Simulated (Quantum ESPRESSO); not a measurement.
A working Quantum ESPRESSO input for Rh (Fm-3m, 1 atom in the cell) (DFT, PBE, plane waves, PseudoDojo standard norm-conserving (PBE) pseudopotentials):

```fortran
&CONTROL
  calculation = 'scf'
  outdir = './tmp'
  pseudo_dir = './'
  tprnfor = .true.
  tstress = .true.
/
&SYSTEM
  ibrav = 2
  celldm(1) = 7.0268180930
  nat = 1
  ntyp = 1
  ecutwfc = 90
  occupations = 'smearing'
  smearing = 'fermi-dirac'
  degauss = 0.0036749
/
&ELECTRONS
  conv_thr = 1.0d-10
  mixing_beta = 0.5
/
ATOMIC_SPECIES
Rh   102.9055  Rh.upf
ATOMIC_POSITIONS {angstrom}
Rh    0.0000000000    0.0000000000    0.0000000000
K_POINTS {automatic}
10 10 10  1 1 1
```

The run converged in 9 iterations: free energy E − TS -3191.5075 eV; Fermi level (on the code's own zero) 24.70 eV; pressure 29.16 GPa. Each of these slips is then made, one at a time:

(1)
```diff
-  calculation = 'scf'
+  calculation = 'static'
```

(2)
```diff
-  smearing = 'fermi-dirac'
+  smearing = fermi-dirac
```

Problem. How does each altered input end?

Solution. 
(1) A value that the program does not know. The program stopped before any SCF iteration.
```
Error in routine  control_checkin (1):
calculation "static" not allowed
```

(2) A string without quotes in a namelist. The program stopped before any SCF iteration.
```
Error in routine  read_namelists (1):
bad line in namelist &system: "  degauss = 0.0036749" (error could be in the previous line)
```

The starting cell comes from a database of computed structures (which also holds hypothetical and non-ambient phases and stackings), without a prior relaxation at this level. Its lattice was rescaled by a random factor within 2.5 % of one. Spin polarisation is off. In the base run, with a pressure of about 29 GPa the cell is away from its equilibrium volume at this level.

Left out of this page: 5 runs of the series outside the window shown, repeating another row's setting, or not comparable.
